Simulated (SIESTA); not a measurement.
SIESTA run on In (I4/mmm, 1 atom in the cell): relaxation of cell and atoms.

Level of theory: GGA PBE, numerical atomic orbitals TZP, PseudoDojo PBE standard norm-conserving potentials (rewritten from UPF to PSML) (SIESTA 5.4.2).

```
CELL_PARAMETERS angstrom
     -1.60529     1.60529     2.45551
      1.60529    -1.60529     2.45551
      1.60529     1.60529    -2.45551
ATOMIC_POSITIONS crystal
  In 0.00000 0.00000 0.00000
```

Reference input (self-consistent single point, DFT, GGA PBE, numerical atomic orbitals TZP, PseudoDojo PBE standard norm-conserving potentials (rewritten from UPF to PSML)): XC.functional = GGA; XC.authors = PBE; potentials = PseudoDojo PBE standard; PAO.BasisSize = TZP; PAO.EnergyShift = 0.01 Ry; MeshCutoff = 400 Ry; kgrid.MonkhorstPack = 19 19 19; OccupationFunction = FD; ElectronicTemperature = 1160.45 K; MaxSCFIterations = 150; SCF.Mixer.Method = Pulay; SCF.Mixer.Weight = 0.2. This run's input differs from it in these lines:

```diff
@@ -39,2 +39,7 @@
 Diag.ParallelOverK           true
+MD.TypeOfRun                 FIRE
+MD.Steps                     40
+MD.MaxForceTol               0.02 eV/Ang
+MD.VariableCell              true
+MD.MaxStressTol              0.05 GPa
 WriteForces                  true
```

The program printed (abridged):

```
        iscf     Eharris(eV)        E_KS(eV)     FreeEng(eV)     dDmax    Ef(eV) dHmax(eV)
   scf:    1    -1806.301369    -1807.265689    -1807.279707  0.949122 -3.161706  3.306300
   scf:    2    -1807.516156    -1807.395279    -1807.409351  0.096359 -3.238853  2.278902
   scf:    3    -1807.580224    -1807.506042    -1807.520192  0.186527 -3.408840  0.052663
   scf:    4    -1807.504777    -1807.505535    -1807.519685  0.014428 -3.435646  0.155173
   scf:    5    -1807.506438    -1807.506074    -1807.520218  0.012301 -3.428603  0.000747
   scf:    6    -1807.506074    -1807.506074    -1807.520218  0.000043 -3.428587  0.000357
SCF Convergence by DM+H criterion
max |DM_out - DM_in|         :     0.0000434905
max |H_out - H_in|      (eV) :     0.0003574412
SCF cycle converged after 6 iterations

Using DM_out to compute the final energy and forces

siesta: E_KS(eV) =            -1807.5061

siesta: E_KS - E_eggbox =     -1807.5061

siesta: Atomic forces (eV/Ang):
     1   -0.000000    0.000000    0.000000
   Tot   -0.000000    0.000000    0.000000
   Max    0.000000
   Res    0.000000    sqrt( Sum f_i^2 / 3N )
   Max    0.000000    constrained

Stress tensor Voigt[x,y,z,yz,xz,xy] (kbar):      -35.27      -35.27      -32.83        0.17        0.17        0.02
(Free)E + p*V (eV/cell)    -1806.9759
Target enthalpy (eV/cell)    -1807.5202

siesta: Stress tensor (static) (eV/Ang**3):
        -0.022011    0.000014    0.000109
   [... lines left out ...]
siesta: Pressure (static):         34.45542287  kBar
siesta: Pressure (total):         34.45542287  kBar
No target stress found, assuming hydrostatic MD.TargetPressure.
Target stress (kBar)
outcell: Cell volume (Ang**3)        :     27.1956
        iscf     Eharris(eV)        E_KS(eV)     FreeEng(eV)     dDmax    Ef(eV) dHmax(eV)
siesta: Pressure (static):          0.17231727  kBar
siesta: Pressure (total):          0.17231727  kBar
outcell: Cell volume (Ang**3)        :     27.1956
siesta: FreeEng =     -1807.540581
   [... lines left out ...]
siesta:    -0.000198    0.000021   -0.000019
siesta:     0.000021   -0.000198   -0.000019
siesta:    -0.000019   -0.000019    0.000073

siesta: Cell volume =         27.195571 Ang**3

siesta: Pressure (static):
siesta:                Solid            Molecule  Units
siesta:           0.00000117          0.00000117  Ry/Bohr**3
siesta:           0.00010755          0.00010755  eV/Ang**3
siesta:           0.17231727          0.17231727  kBar
```

The run converged. 

Summary of the result:
| Property | Result |
|---|---|
| Free energy E − TS | -1807.5406 eV |
| Fermi level (on the code's own zero) | -3.46 eV |
| Pressure | 0.02 GPa |
| Final cell | a = b = 3.381 Å, c = 3.387 Å, α = β = 120.43°, γ = 89.26° |
| Final volume per atom | 27.20 Å³ |
| Relaxation steps | 41 |

The starting cell comes from a database of computed structures (which also holds hypothetical and non-ambient phases and stackings), without a prior relaxation at this level. Its lattice was rescaled by a random factor within 2.5 % of one. Values carry the incompleteness of an atom-centred basis.

Cost on one core of a shared machine: roughly 20 min.
